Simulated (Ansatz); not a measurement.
Cost and result by functional for the surface energy of the (11-21) surface of hcp Be in its 1x1 cell, outermost plane spacing 0.54 Å in the ideal cut, in Ansatz (plane waves, PAW). Single points on the PBE structure, on one kind of machine; costs are rough ratios of the slab run's core time (references not counted) to the cheapest single point. r2SCAN's cost holds its higher cutoff (500 against 420 eV). Differences are taken against r2SCAN for comparison alone: no measured value is at hand, so the table doesn't rank accuracy.

Model: 19-atom slab, 9.7 Å thick at the start (thin: gaps and levels are the slab's own), 11x10x1 mesh, Fermi-Dirac 0.1 eV, dipole correction, all atoms relaxed; no symmetry held; no spin, no spin-orbit, no U. These notes are the PBE run's.

| functional | relative cost | surface energy (J/m²) | less r2SCAN (J/m²) |
|---|---|---|---|
| LDA | 1 | 2.76 | 0.20 |
| PBEsol | 1 | 2.65 | 0.09 |
| RPBE | 1 | 2.31 | -0.25 |
| r2SCAN | 2 | 2.56 | 0.00 |
| PBE (the relaxed run's value) | – | 2.47 | -0.09 |

The values span 0.45 J/m², while the single points' costs differ by a factor of roughly 2. Differences are of unrounded values.

Ansatz is a quantum-chemistry and plane-wave program.
